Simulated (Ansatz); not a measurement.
Structures of equal composition on the (100) surface of rock-salt TiC: V on all Ti sites of the second plane; V on all Ti sites of the top plane. The slabs share one bottom face, and each structure is named by its start. These are constructed structures in small cells; real faces may alloy, dewet or reconstruct in larger ones, and not all known structures of the face are among them. Slabs of about 13 Å, Fermi-Dirac smearing of 0.1 eV. Bottom of the slabs: a bare face, its two planes held. Relaxed from the named starts with such symmetry as they have, on meshes of like density; energies extrapolated to zero smearing; spin only where a row says so; no spin-orbit coupling, no U. Brackets mark spin-polarised runs, whose order is one that fits the cell.

All values below come from PBE (plane waves to 420 eV, PAW; Ansatz, a quantum-chemistry and plane-wave program).

Question: Order them by energy per 1x1 cell (lowest first) at the level PBE.

Answer: V on all Ti sites of the top plane (0.000 eV [spin start, no net moment]), V on all Ti sites of the second plane (0.082 eV [spin start, no net moment])
